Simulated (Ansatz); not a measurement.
SrMgF4 (Cmc2₁, No. 36, 12 atoms in the cell; start COD 7218677) was calculated with r²SCAN in Ansatz (plane waves, PAW).

Settings: plane-wave cutoff 560 eV, 10×10×6 k mesh (along the axes of the cell as run), Fermi–Dirac smearing 0.01 eV, scalar-relativistic PAW data made under PBE.

Cell (relaxed at this level):

```
MgSrF4
1.0
    1.97105    -7.20170     0.00000
    1.97105     7.20170     0.00000
    0.00000     0.00000     5.60825
Sr Mg F
2 2 8
Direct
  0.34205   0.65795   0.54195
  0.65795   0.34205   0.04195
  0.91556   0.08444   0.09525
  0.08444   0.91556   0.59525
  0.41547   0.58453   0.11630
  0.58453   0.41547   0.61630
  0.79836   0.20164   0.28789
  0.20164   0.79836   0.78789
  0.03415   0.96585   0.93099
  0.96585   0.03415   0.43099
  0.83821   0.16179   0.81061
  0.16179   0.83821   0.31061
```

### Question
Estimate the band gap that the calculation returns.

### Answer

* **band gap**: 7.75 eV (on the SCF k mesh)

Note: the relaxation could not lower the start's symmetry, so the cell can be a saddle point above a distorted one.

Spin–orbit coupling is not included.

Computing time: around 25 core-minutes (rough).

Ansatz is an electronic-structure program.
